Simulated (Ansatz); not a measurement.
**PbTe: carrier doping**

Base system: PbTe in the rock salt structure (space group Fm-3m, No. 225; a = 6.5690 Å).

Carriers are added at fixed cell with a uniform background; the Fermi–Dirac width is that of 300 K.

Levels (all Ansatz, a program for electronic structure, PAW): PBE (420 eV, without spin-orbit coupling); r2SCAN (500 eV, no spin-orbit coupling).

The base cell above is that of PBE; each level relaxes its own structures.

Notes on the quantities. Fermi level from band edge: Fermi level relative to the doped band's edge (positive inside the band; to 0.05 eV).

```tsv
case	Fermi level from band edge, PBE	Fermi level from band edge, r2SCAN
electrons 5.0×10^20 cm⁻³	+0.30 eV	+0.25 eV
electrons 1.5×10^21 cm⁻³	+0.45 eV	+0.40 eV
electrons 3.0×10^21 cm⁻³	+0.60 eV	+0.50 eV
electrons 7.0×10^21 cm⁻³	+0.80 eV	+0.70 eV
holes 5.0×10^20 cm⁻³	+0.15 eV	+0.20 eV
holes 1.5×10^21 cm⁻³	+0.25 eV	+0.30 eV
holes 3.0×10^21 cm⁻³	+0.30 eV	+0.40 eV
holes 7.0×10^21 cm⁻³	+0.45 eV	+0.50 eV
```

The two levels differ by at most about 0.10 eV. Near ties aside, they put the cases in the same order.

Carriers are added with a uniform compensating background; total energy and stress of such cells depend on the potential's zero and are not compared; many-body gap narrowing is missing at this level. No phonon test of stability was made.
